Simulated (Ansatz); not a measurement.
Take LuCuSe$_{2}$ (space group R-3m, No. 166; a hypothetical phase, not in the database extracts checked) as the base.

```
LuCuSe2
1.0
    1.98335     1.14509     6.12977
   -1.98335     1.14509     6.12977
    0.00000    -2.29018     6.12977
Lu Cu Se
1 1 2
Direct
  0.00000   0.00000   0.00000
  0.50000   0.50000   0.50000
  0.24550   0.24550   0.24550
  0.75450   0.75450   0.75450
```

The values are results of r2SCAN (Ansatz, an electronic-structure program), spin-orbit coupling left out, not measurements.

Base values:

```
Item         Value
--------  --------
Pressure  0.00 GPa
```

Now apply this change: the cell is scaled by 0.9912 in all directions; the atoms relax in the strained cell.

**Question.** Predict the new energy relative to the base.

**Answer.** The energy grows by 3.5 meV/atom.

**Question.** Predict the new pressure.

**Answer.** The pressure (mean of the normal stresses, compression positive) goes from zero to 2.09 GPa.

No phonon test of stability was made. The final runs are not spin-polarised.
